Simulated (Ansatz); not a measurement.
Results of r²SCAN+rVV10 (plane waves, PAW; Ansatz, a program for electronic structure) for SnO (P4/nmm, No. 129, 8 atoms in the cell; start mp-545820).

The input as run:

Ansatz 0.2 input:
```yaml
crystal:
  lattice:
    - [2.7003162331, -2.7003150459, 0.0]
    - [2.7003162331, 2.7003150459, 0.0]
    - [0.0, 0.0, 9.599943741]
  atoms:
    - { symbol: Sn, position: [0.7499906394, 0.2500093606, 0.8701737133] }
    - { symbol: Sn, position: [0.2500093606, 0.7499906394, 0.1298262867] }
    - { symbol: Sn, position: [0.7500093606, 0.2499906394, 0.3701737133] }
    - { symbol: Sn, position: [0.2499906394, 0.7500093606, 0.6298262867] }
    - { symbol: O, position: [0.2500068354, 0.2499931646, 0.25] }
    - { symbol: O, position: [0.7499931646, 0.7500068354, 0.75] }
    - { symbol: O, position: [0.2499931646, 0.2500068354, 0.75] }
    - { symbol: O, position: [0.7500068354, 0.7499931646, 0.25] }
basis:
  ecutwfc: 560
  ecutrho_ratio: 4
  xc_grid: 3
kpoints:
  mp_grid: { grid: [10, 10, 4] }
hamiltonian:
  xc: r2scan
  dispersion: rvv10
  pseudopotentials: { kind: paw }
scf:
  occupations: { method: fermi_dirac, width: 0.01 }
output:
  forces: true
  stress: true
  eigenvalues: true
relax:
  f_tol: 0.004
  escape_saddle: false
  max_steps: 80
  cell: { stress_tol: 0.02, fix: [volume] }
```

From the output:

```
WARN 16 further operations each map every atom onto an atom to within the bar at which the run's group was sought, crystal.symmetry.tolerance = 1.0e-5 …
Relaxation: its limit of steps is 80 (relax.max_steps)
Crystal: 8 atoms, lattice volume = 140.000 Å³
Basis set: ecut = 560 eV, 4245 PW (Γ), exchange–correlation on 90×90×225 points (27 copies of the dense FFT grid, shifted against one another)
Bands: 48, of which v1, the nominal top of the filled ones, is band 40 counted from 1 (39 counted from 0)
Symmetry: 8 space group operations
Space group: Cmce (ITA 64), of the structure as read, at distance tolerance 5.2e-5 Å
k-points: 93 of 400
Functional: x = r2scan, c = r2scan + rvv10(b = 11.95, C = 0.0093); τ floored in thin density (d = 2e-4 eV/Å³)
SCF iter   1: F=—  HF=-26420.505752 eV  |F-HF|=—  |Δ(HF+E_count)|=         —  Δρ=7.23e-3  dr2=5.31e-2  dr2_τ=2.03e-1
SCF iter   2: F=—  HF=-26420.669248 eV  |F-HF|=—  |Δ(HF+E_count)|=   1.63e-1  Δρ=4.73e-3  dr2=2.06e-2  dr2_τ=7.02e-4
  ...
SCF 1 converged in 8 iterations: F = -26420.669407 eV  dr2 = 6.72e-9
Crystal: 8 atoms, lattice volume = 140.000 Å³
Basis set: ecut = 560 eV, 4253 PW (Γ), exchange–correlation on 90×90×225 points (27 copies of the dense FFT grid, shifted against one another)
  ...
SCF 4 converged in 6 iterations: F = -26420.681049 eV  dr2 = 1.84e-9
Crystal: 8 atoms, lattice volume = 140.000 Å³
SCF 5 converged in 9 iterations: F = -26420.681043 eV  dr2 = 1.59e-12
Crystal: 8 atoms, lattice volume = 140.000 Å³
SCF 6 converged in 8 iterations: F = -26420.681064 eV  dr2 = 7.73e-12
Crystal: 8 atoms, lattice volume = 140.000 Å³
SCF iter   4: F=—  HF=-26420.681064 eV  |F-HF|=—  |Δ(HF+E_count)|=   1.05e-8  Δρ=6.95e-7  dr2=5.39e-10  dr2_τ=1.05e-10
SCF iter   5: F=-26420.681064 eV  HF=-26420.681064 eV  |F-HF|=7.28e-12  |Δ(HF+E_count)|=  1.42e-10  Δρ=1.14e-7  dr2=5.93e-12  dr2_τ=3.43e-12
SCF 7 converged in 5 iterations: F = -26420.681064 eV  dr2 = 5.93e-12
SCF converged after 5 iterations
Free energy (F): -26420.681064 eV
Internal energy: -26420.681063 eV  (E = F + TS)
E sigma→0 (E₀):  -26420.681063 eV
Fermi energy:    10.064733 eV
--- Forces (eV/Å), atoms counted from 1 ---
  atom   1  Sn     0.00000000     0.00007123     0.00014885
  atom   2  Sn    -0.00000000    -0.00007123    -0.00014885
  atom   3  Sn     0.00000000    -0.00007123     0.00014885
  atom   4  Sn    -0.00000000     0.00007123    -0.00014885
  atom   5  O     -0.00000000    -0.00011220     0.00000000
  atom   6  O      0.00000000     0.00011220    -0.00000000
  atom   7  O     -0.00000000     0.00011220     0.00000000
  atom   8  O      0.00000000    -0.00011220    -0.00000000
--- Stress (GPa, compression-positive) ---
       -0.622573       0.000000       0.000000
        0.000000      -0.622645      -0.000000
        0.000000      -0.000000      -0.619887
  P = ⅓ Tr σ = -0.6217 GPa (-6.217 kbar)
```

The cell is one volume of an energy–volume scan, off the minimum.

The PAW data were made under PBE.

Note: the relaxation could not lower the start's symmetry, so the cell can be a saddle point above a distorted one.

Computing time: roughly 6 core-minutes.

A start named mp-… is a Materials Project structure, which need not be a measured phase.
